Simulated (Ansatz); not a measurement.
Ansatz (a quantum-chemistry and plane-wave program) run on BaMg6B (Amm2, 24 atoms in the cell): self-consistent single point.

Level of theory: PBEsol, default PAW files made with PBE (plane waves; Ansatz).

The change in words: 3 x 1 x 1 supercell, mesh divided and rounded up; kpoints.mp_grid.grid: 8 5 5 → 3 5 5. Reference geometry:
```yaml
crystal:
  lattice:
    - [3.96097, 0.00000, 0.00000]
    - [0.00000, 3.14956, 8.12658]
    - [0.00000, -3.14956, 8.12658]
  atoms:
    - { symbol: Ba, position: [0.00000, 0.77570, 0.77570] }
    - { symbol: Mg, position: [0.00000, 0.81232, 0.36168] }
    - { symbol: Mg, position: [0.00000, 0.36168, 0.81232] }
    - { symbol: Mg, position: [0.00000, 0.35249, 0.35249] }
    - { symbol: Mg, position: [0.50000, 0.70900, 0.20524] }
    - { symbol: Mg, position: [0.50000, 0.20524, 0.70900] }
    - { symbol: Mg, position: [0.50000, 0.19262, 0.19262] }
    - { symbol: B, position: [0.50000, 0.59095, 0.59095] }
```

Reference input (self-consistent single point, DFT, PBEsol, plane waves, default PAW files made with PBE): basis.ecutwfc = 420 eV; kpoints.mp_grid.grid = 8 5 5; hamiltonian.xc = pbesol; hamiltonian.pseudopotentials = {kind: paw} (the program's default PAW files); scf.occupations.method = fermi_dirac; scf.occupations.width = 0.1 eV. This run's input differs from it in these lines:

Ansatz 0.2 input:
```diff
@@ -3,3 +3,3 @@
   lattice:
-    - [3.960970, 0.000000, 0.000000]
+    - [11.882910, 0.000000, 0.000000]
     - [0.000000, 3.149560, 8.126580]
@@ -8,9 +8,25 @@
     - { symbol: Ba, position: [0.000000, 0.775700, 0.775700] }
+    - { symbol: Ba, position: [0.333333, 0.775700, 0.775700] }
+    - { symbol: Ba, position: [0.666667, 0.775700, 0.775700] }
     - { symbol: Mg, position: [0.000000, 0.812320, 0.361680] }
+    - { symbol: Mg, position: [0.333333, 0.812320, 0.361680] }
+    - { symbol: Mg, position: [0.666667, 0.812320, 0.361680] }
     - { symbol: Mg, position: [0.000000, 0.361680, 0.812320] }
+    - { symbol: Mg, position: [0.333333, 0.361680, 0.812320] }
+    - { symbol: Mg, position: [0.666667, 0.361680, 0.812320] }
     - { symbol: Mg, position: [0.000000, 0.352490, 0.352490] }
+    - { symbol: Mg, position: [0.333333, 0.352490, 0.352490] }
+    - { symbol: Mg, position: [0.666667, 0.352490, 0.352490] }
+    - { symbol: Mg, position: [0.166667, 0.709000, 0.205240] }
     - { symbol: Mg, position: [0.500000, 0.709000, 0.205240] }
+    - { symbol: Mg, position: [0.833333, 0.709000, 0.205240] }
+    - { symbol: Mg, position: [0.166667, 0.205240, 0.709000] }
     - { symbol: Mg, position: [0.500000, 0.205240, 0.709000] }
+    - { symbol: Mg, position: [0.833333, 0.205240, 0.709000] }
+    - { symbol: Mg, position: [0.166667, 0.192620, 0.192620] }
     - { symbol: Mg, position: [0.500000, 0.192620, 0.192620] }
+    - { symbol: Mg, position: [0.833333, 0.192620, 0.192620] }
+    - { symbol: B, position: [0.166667, 0.590950, 0.590950] }
     - { symbol: B, position: [0.500000, 0.590950, 0.590950] }
+    - { symbol: B, position: [0.833333, 0.590950, 0.590950] }
 basis:
@@ -19,3 +35,3 @@
   mp_grid:
-    grid: [8, 5, 5]
+    grid: [3, 5, 5]
 hamiltonian:
```

Log, with long lists cut:

```
SCF iter   1: F=—  HF=-52456.272971 eV  |F-HF|=—  |Δ(HF+E_count)|=         —  Δρ=2.96e-3  dr2=1.59e-1  ethr=1.77e-3  ⟨swp⟩=10.9  Hψ=11727  notcnv=0
all-band conjugate gradients solve this SCF's bands
preconditioner: auto → Kerker (q_TF=auto, 2.301 Å⁻¹)
SCF iter   2: F=—  HF=-52456.250834 eV  |F-HF|=—  |Δ(HF+E_count)|=   2.21e-2  Δρ=1.62e-3  dr2=6.55e-2  ethr=7.28e-5  ⟨swp⟩=1.8  Hψ=2868  notcnv=0  defer=1
   [... lines left out ...]
SCF iter   5: F=—  HF=-52456.236144 eV  |F-HF|=—  |Δ(HF+E_count)|=   3.40e-5  Δρ=5.75e-5  dr2=4.81e-5  ethr=1.25e-7  ⟨swp⟩=2.0  Hψ=2967  notcnv=0  defer=1
SCF iter   6: F=—  HF=-52456.236018 eV  |F-HF|=—  |Δ(HF+E_count)|=   1.26e-4  Δρ=1.63e-5  dr2=4.42e-6  ethr=2.20e-8  ⟨swp⟩=2.0  Hψ=2854  notcnv=0  defer=1
SCF iter   7: F=—  HF=-52456.236017 eV  |F-HF|=—  |Δ(HF+E_count)|=   1.06e-6  Δρ=3.29e-6  dr2=1.73e-7  ethr=2.02e-9  ⟨swp⟩=2.0  Hψ=3071  notcnv=0  defer=1
SCF iter   8: F=-52456.236017 eV  HF=-52456.236017 eV  |F-HF|=5.57e-9  |Δ(HF+E_count)|=   4.44e-8  Δρ=1.03e-6  dr2=7.91e-9  ethr=4.57e-11  ⟨swp⟩=9.3  Hψ=11258  notcnv=0
SCF 1 converged in 8 iterations: F = -52456.236017 eV  dr2 = 7.91e-9
Free energy (F): -52456.236017 eV
Internal energy: -52455.862526 eV  (E = F + TS)
E sigma→0 (E₀):  -52456.049271 eV
Entropy (-TS):   -0.373490 eV (-15.562 meV/atom)
Fermi energy:    5.759182 eV
--- Forces (eV/Å), atoms counted from 1 ---
  atom   1  Ba     0.00000000    -0.00000000    -0.04150937
  atom   2  Ba    -0.00000000    -0.00000000    -0.04150937
  atom   3  Ba    -0.00000000     0.00000000    -0.04150937
  atom   4  Mg     0.00000000     0.03014844     0.03648112
  atom   5  Mg     0.00000000     0.03014844     0.03648112
  atom   6  Mg    -0.00000000     0.03014844     0.03648112
  atom   7  Mg     0.00000000    -0.03014844     0.03648112
  atom   8  Mg     0.00000000    -0.03014844     0.03648112
   [... lines left out ...]
  atom  24  B      0.00000000    -0.00000000    -0.03182672
--- Stress (GPa, compression-positive) ---
       -1.033931      -0.000000       0.000000
        0.000000      -1.056279      -0.000000
        0.000000       0.000000      -0.995851
  P = ⅓ Tr σ = -1.0287 GPa (-10.287 kbar)
  The stress holds the Pulay correction. Without it, at fixed plane waves, as pw.x and ABINIT print it: P = -1.0394 GPa
```

The run converged in 8 iterations. Against the reference run the free energy drops by 1.1 meV/atom, the pressure stays at -1.03 GPa and the largest force goes from 0.077 to 0.062 eV/Å.

The starting cell comes from a database of computed structures (which also holds hypothetical and non-ambient phases and stackings), without a prior relaxation at this level. Ansatz's pressure includes its estimate of the finite-basis (Pulay) stress.

Cost on one core of a shared machine: roughly 70 s.
